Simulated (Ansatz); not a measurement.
Ansatz (a program for electronic structure) run on AlGaN2 (P3m1, 4 atoms in the cell): self-consistent single point.

Method of the run: LDA (PW92), default PAW files made with PBE (plane waves; Ansatz).

The change in words: lattice scaled by 0.98; basis.ecutrho_ratio: default → 4. Reference geometry:
```
CELL_PARAMETERS angstrom
      3.12955     0.00000     0.00000
     -1.56478     2.71027     0.00000
      0.00000     0.00000     5.07141
ATOMIC_POSITIONS crystal
  Al 0.00000 0.00000 0.00912
  Ga 0.66667 0.33333 0.49717
  N  0.66667 0.33333 0.11180
  N  0.00000 0.00000 0.62816
```

Reference input (self-consistent single point, DFT, LDA (PW92), plane waves, default PAW files made with PBE): basis.ecutwfc = 420 eV; kpoints.mp_grid.grid = 9 9 5; hamiltonian.xc = lda; hamiltonian.pseudopotentials = {kind: paw} (the program's default PAW files); scf.occupations.method = fixed. This run's input differs from it in these lines:

Ansatz 0.2 input:
```diff
@@ -3,12 +3,13 @@
   lattice:
-    - [3.129554, 0.000000, 0.000000]
-    - [-1.564777, 2.710273, 0.000000]
-    - [0.000000, 0.000000, 5.071406]
+    - [3.066963, 0.000000, 0.000000]
+    - [-1.533481, 2.656068, 0.000000]
+    - [0.000000, 0.000000, 4.969978]
   atoms:
-    - { symbol: Al, position_ang: [0.000000, 0.000000, 5.117652] }
-    - { symbol: Ga, position_ang: [1.564779, 0.903423, 2.521351] }
-    - { symbol: N, position_ang: [1.564779, 0.903423, 0.566983] }
-    - { symbol: N, position_ang: [0.000000, 0.000000, 3.185654] }
+    - { symbol: Al, position_ang: [0.000000, 0.000000, 5.015299] }
+    - { symbol: Ga, position_ang: [1.533483, 0.885355, 2.470924] }
+    - { symbol: N, position_ang: [1.533483, 0.885355, 0.555644] }
+    - { symbol: N, position_ang: [0.000000, 0.000000, 3.121941] }
 basis:
   ecutwfc: 420.0 eV
+  ecutrho_ratio: 4
 kpoints:
```

Output, abridged:

```
SCF iter   1: F=—  HF=-4971.842888 eV  |F-HF|=—  |Δ(HF+E_count)|=         —  Δρ=1.18e-2  dr2=5.76e-2  ethr=1.77e-3  ⟨swp⟩=4.9  Hψ=3774  notcnv=0  defer=92
all-band conjugate gradients solve this SCF's bands
preconditioner: auto → none
SCF iter   2: F=—  HF=-4971.827510 eV  |F-HF|=—  |Δ(HF+E_count)|=   1.54e-2  Δρ=5.70e-3  dr2=8.26e-3  ethr=2.22e-4  ⟨swp⟩=2.2  Hψ=1657  notcnv=0  defer=98
SCF iter   3: F=—  HF=-4971.824888 eV  |F-HF|=—  |Δ(HF+E_count)|=   2.62e-3  Δρ=1.66e-3  dr2=5.09e-4  ethr=3.18e-5  ⟨swp⟩=2.0  Hψ=1398  notcnv=0  defer=100
SCF iter   4: F=—  HF=-4971.824701 eV  |F-HF|=—  |Δ(HF+E_count)|=   1.86e-4  Δρ=5.98e-4  dr2=8.84e-5  ethr=1.96e-6  ⟨swp⟩=2.7  Hψ=1528  notcnv=0  defer=100
SCF iter   5: F=—  HF=-4971.824669 eV  |F-HF|=—  |Δ(HF+E_count)|=   3.21e-5  Δρ=1.15e-4  dr2=3.72e-6  ethr=3.40e-7  ⟨swp⟩=2.0  Hψ=1465  notcnv=0  defer=29
SCF iter   6: F=—  HF=-4971.824669 eV  |F-HF|=—  |Δ(HF+E_count)|=   7.44e-7  Δρ=3.71e-5  dr2=6.39e-7  ethr=1.43e-8  ⟨swp⟩=2.1  Hψ=1376  notcnv=0  defer=27
SCF iter   7: F=-4971.824668 eV  HF=-4971.824668 eV  |F-HF|=6.84e-9  |Δ(HF+E_count)|=   1.76e-7  Δρ=1.01e-5  dr2=2.24e-8  ethr=3.85e-10  ⟨swp⟩=5.1  Hψ=4840  notcnv=0
SCF 1 converged in 7 iterations: F = -4971.824668 eV  dr2 = 2.24e-8
Free energy (F): -4971.824668 eV
Internal energy: -4971.824668 eV  (E = F + TS)
E sigma→0 (E₀):  -4971.824668 eV
Fermi energy:    9.356982 eV
--- Forces (eV/Å), atoms counted from 1 ---
  atom   1  Al    -0.00000000     0.00000000    -1.03021768
  atom   2  Ga     0.00000000    -0.00000000     0.38856364
  atom   3  N      0.00000000     0.00000000     0.39404961
  atom   4  N     -0.00000000     0.00000000     0.24763338
--- Stress (GPa, compression-positive) ---
       12.987212       0.000000       0.000000
        0.000000      12.987212       0.000000
        0.000000       0.000000       8.677054
  P = ⅓ Tr σ = 11.5505 GPa (115.505 kbar)
  The stress holds the Pulay correction. Without it, at fixed plane waves, as pw.x and ABINIT print it: P = 10.8620 GPa
```

The run converged in 7 iterations. Against the reference run the free energy rises by 17.4 meV/atom, the pressure goes from -2.09 to 11.55 GPa, the largest force goes from 0.957 to 1.030 eV/Å and the gap on the mesh goes from 2.935 to 3.378 eV.

The starting cell comes from a database of computed structures (which also holds hypothetical and non-ambient phases and stackings), without a prior relaxation at this level. Its lattice was rescaled by up to half a per cent. One atom was moved a little off its site on purpose. For this run, on top of that: lattice scaled by 0.98. Forces in this geometry exceed 1 eV/Å. Ansatz's pressure includes its estimate of the finite-basis (Pulay) stress. Without the estimate this run gives 10.86 GPa.
